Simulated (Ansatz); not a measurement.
BN: pressure series

The parent structure is BN in the h-BN type structure (space group P6_3/mmc, No. 194; layered, stacked along the Cartesian z axis).

Space group P6₃/mmc (No. 194); a = 2.506 Å, b = 2.506 Å, c = 6.616 Å, α = 90.00°, β = 90.00°, γ = 120.00°

| atom | site | symmetry | x | y | z |
|---|---|---|---|---|---|
| B | 2c | -6m2 | 0.3333 | 0.6667 | 0.2500 |
| N | 2d | -6m2 | 0.6667 | 0.3333 | 0.2500 |

Cell and atoms are relaxed at each pressure.

The values are results of PBE-D3(BJ) (Ansatz, a first-principles code, PAW, no spin-orbit coupling), earlier PAW set, not measurements.

```tsv
case	c/a ratio	band gap	lattice parameter a
base	2.640	4.24 eV	2.506 Å
pressure 0.3 GPa	2.616	?	2.505 Å
pressure 0.7 GPa	2.586	4.20 eV	2.504 Å
pressure 1.5 GPa	2.539	4.17 eV	2.502 Å
pressure 3 GPa	2.471	4.12 eV	2.499 Å
pressure 5 GPa	2.402	4.08 eV	2.495 Å
pressure 10 GPa	?	4.02 eV	2.487 Å
```

Task: Some entries are withheld; estimate them.

Result: 
- pressure 0.3 GPa, band gap: 4.22 eV
- pressure 10 GPa, c/a ratio: 2.287

Load acts through the strain it causes; cell and atoms are relaxed under it. No phonon test of stability was made. Competing high-pressure phases were not computed.
